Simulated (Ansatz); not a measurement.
## Ti under a change: x(Hf) = 0.5, 8 atoms, P2_1/m

The reference is Ti in the hcp (Mg type) structure (space group P6_3/mmc, No. 194; a = 2.936 Å, c = 4.637 Å).

The other end (x = 1) is Hf in the hcp (Mg type) structure (space group P6_3/mmc, No. 194): 22.35 Å³/atom, gap zero.

Now apply this change: a fraction x = 0.5 of the Ti sites is given to Hf, ordered in a cell of 8 atoms (starting symmetry P2_1/m) and fully relaxed.

The values are results of r2SCAN (Ansatz, an electronic-structure program, PAW, no spin-orbit coupling), earlier PAW set, not measurements. Settings: 9×10×8 k-points, 0.05 eV Fermi–Dirac smearing, for the changed cell.

Volume per atom: 19.85 Å³ (base 17.31 Å³)
Density: 9.47 g/cm³ (base 4.59 g/cm³)
Shortest interatomic distance: 293.5 pm (base 287.2 pm)
Band gap: zero (base zero)
Mixing energy: +0.03 eV/atom (to 0.01 eV only: unlike meshes or grids)
Deviation of the volume from the linear (Vegard-type) interpolation: +0.1 %

Final structure:

```
CELL_PARAMETERS angstrom
      5.33859     0.00000     0.00000
      0.00000     4.83315     0.00000
     -0.09723     0.00000     6.15312
ATOMIC_POSITIONS crystal
  Ti 0.82214 0.75000 0.24410
  Ti 0.34403 0.75000 0.99918
  Hf 0.84362 0.75000 0.76743
  Hf 0.32562 0.75000 0.50503
  Ti 0.65597 0.25000 0.00082
  Ti 0.17786 0.25000 0.75590
  Hf 0.67438 0.25000 0.49497
  Hf 0.15638 0.25000 0.23257
```

Each cell is one ordered arrangement of few atoms, which overstates ordering effects compared with a random alloy. No phonon test of stability was made. All final runs are without spin polarisation.
